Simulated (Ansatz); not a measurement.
Os3Rh (model structure, started from the A15 type, Pm-3n, No. 223, 8 atoms in the cell) was calculated with LDA in Ansatz (plane waves, PAW).

Settings: plane-wave cutoff 520 eV, 12×12×12 k mesh, Fermi–Dirac smearing 0.05 eV, no spin polarisation, scalar-relativistic PAW data made under PBE.

Cell (relaxed at this level):

```cif
data_Os6Rh2
_chemical_formula_sum 'Os6 Rh2'
_space_group_name_H-M_alt 'Pm-3n'
_space_group_IT_number 223
_space_group_name_Hall '-P 4n 2 3'
_cell_length_a 4.81774
_cell_length_b 4.81774
_cell_length_c 4.81774
_cell_angle_alpha 90.000
_cell_angle_beta 90.000
_cell_angle_gamma 90.000
loop_
_atom_site_label
_atom_site_type_symbol
_atom_site_symmetry_multiplicity
_atom_site_Wyckoff_symbol
_atom_site_fract_x
_atom_site_fract_y
_atom_site_fract_z
_atom_site_occupancy
Os1 Os 6 c 0.00000 0.50000 0.25000 1
Rh1 Rh 2 a 0.00000 0.00000 0.00000 1
```

Q: Estimate the bulk modulus that the calculation returns.

A: 
- bulk modulus = 380 GPa

Note: the run has no spin polarisation, so it can have missed a magnetic state; the bulk modulus is −V dP/dV from two relaxed cells at ±2 % in volume; the relaxation could raise the start's symmetry but not lower it, so the cell can be a saddle point.

Spin–orbit coupling is not included.

Static lattice: no zero-point or thermal effects.

A model structure was made by putting elements into a prototype or built by hand; it is no filed structure, need not be a known phase, and can be a saddle point held by its symmetry.

Ansatz is a program for electronic structure.
